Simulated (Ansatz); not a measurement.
ZrSe₂ (model structure, started from the rutile type, P4₂/mnm, No. 136, 6 atoms in the cell): properties by level of theory

| level (code) | lattice parameter a (Å) | c axis length (Å) | formation enthalpy (eV/atom) |
|---|---|---|---|
| PBE (Ansatz) | 6.497 | 3.833 | -1.209 |
| PBEsol (Ansatz) | 6.419 | 3.767 | … |
| PBE-D3(BJ) (Ansatz) | 6.417 | … | … |

Problem. Fill in the missing entries.

Solution. 
- PBEsol (Ansatz, a program for electronic structure), formation enthalpy (eV/atom): -1.194
- PBE-D3(BJ) (Ansatz), c axis length (Å): 3.795
- PBE-D3(BJ) (Ansatz), formation enthalpy (eV/atom): -1.183

Ansatz's density-functional and Hartree–Fock values are scalar-relativistic unless marked +SOC, with PAW data made under PBE.

Static lattice: no zero-point or thermal effects.

A model structure was made by putting elements into a prototype or built by hand; it is no filed structure, need not be a known phase, and can be a saddle point held by its symmetry.
